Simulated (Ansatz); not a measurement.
LiH (model structure, started from the NiAs type, P6₃/mmc, No. 194, 4 atoms in the cell)

These are LDA (Ansatz, an electronic-structure program, PAW) values and carry that method's errors.

Numerical settings: plane-wave cutoff 520 eV, 12×12×8 k mesh (along the axes of the cell as run), Fermi–Dirac smearing 0.01 eV, scalar-relativistic PAW data made under PBE.

Cell (relaxed at this level):

```xyz
4
Lattice="2.7106 0.0000 0.0000 -1.3553 2.3474 0.0000 0.0000 0.0000 4.7730" Properties=species:S:1:pos:R:3 pbc="T T T"
Li     0.0000     0.0000     0.0000
Li     0.0000     0.0000     2.3865
H      0.0000     1.5649     1.1933
H      1.3553     0.7825     3.5798
```

- band gap: 4.10 eV (on the SCF k mesh)
- Γ–Γ gap: 7.83 eV
- bulk modulus B0: 39.0 GPa

Note: the bulk modulus is −V dP/dV from two relaxed cells at ±2 % in volume; the relaxation could raise the start's symmetry but not lower it, so the cell can be a saddle point.

A model structure was made by putting elements into a prototype or built by hand; it is no filed structure, need not be a known phase, and can be a saddle point held by its symmetry.
